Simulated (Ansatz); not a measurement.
The starting structures come from a database of crystals and need not be the phases stable at ambient conditions.

The decay constant κ of evanescent states in the gap governs leakage through a thin film.

Given:

```xyz
12
Lattice="7.1421 0.0000 0.0000 0.0000 7.0134 0.0000 3.5710 0.0000 2.0617" Properties=species:S:1:pos:R:3 pbc="T T T"
Li     4.7614     0.7159     0.0000
Li     2.3807     4.2226     0.0000
B      4.7614     3.7717     0.0000
B      2.3807     0.2650     0.0000
H      4.7614     2.5595     0.0000
H      2.3807     6.0662     0.0000
H      7.7589     4.1851     1.0683
H      1.2336     0.6784     0.0000
H      4.1878     4.1851     0.9934
H      2.9542     0.6784     0.9934
H      5.9085     4.1851     0.0000
H      6.5253     0.6784     1.0683
```

Space group of this cell: P6_3mc. The cell was relaxed by PBE-D3(BJ); by r2SCAN its mean pressure is 0.5 GPa.

Transport runs along the normal of the first two printed cell vectors, the (110) plane of the conventional cell.

The gap is the functional's own. No spin-orbit coupling. Mid-gap values are interpolated on the energy grid.

Problem. State the band gap and the smallest decay constant κ at mid-gap according to r2SCAN run with Ansatz (a program for electronic structure).

Solution. Gap 7.28 eV on a 14×4×14 mesh; κ = 0.442 1/Å, at the zone centre.
